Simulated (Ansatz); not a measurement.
Start from Eu in the bcc (W type) structure (space group Im-3m, No. 229; a = 4.4472 Å; ferromagnetic). Axes: x, y, z lie along the cube axes.

Calculations: r2SCAN (Ansatz, a first-principles code), no spin-orbit coupling.

Before the change:

| Item | Result |
|---|---|
| Magnetic state | ferromagnetic |

The change: a free-standing slab of 4 layers (4 atoms, 1 a layer) is cut normal to [110], with 15 Å of vacuum and the in-plane cell held at bulk.

Question: How does this affect the excess energy per area of both faces?

Answer: The excess energy per area of both faces (slab less bulk energy over the cell's area: twice a surface energy) comes out as 1.04 J/m² (uncertain by up to 0.05 J/m²).

Question: How does this affect the magnetic state?

Answer: The magnetic state stays ferromagnetic.

Other magnetic orders, which the real material may have, were not ruled out. The state of the 4f shell was not checked for lower solutions. Slab and bulk use different k-meshes, which limits the precision of the excess energy. Stability against distortions was not tested.
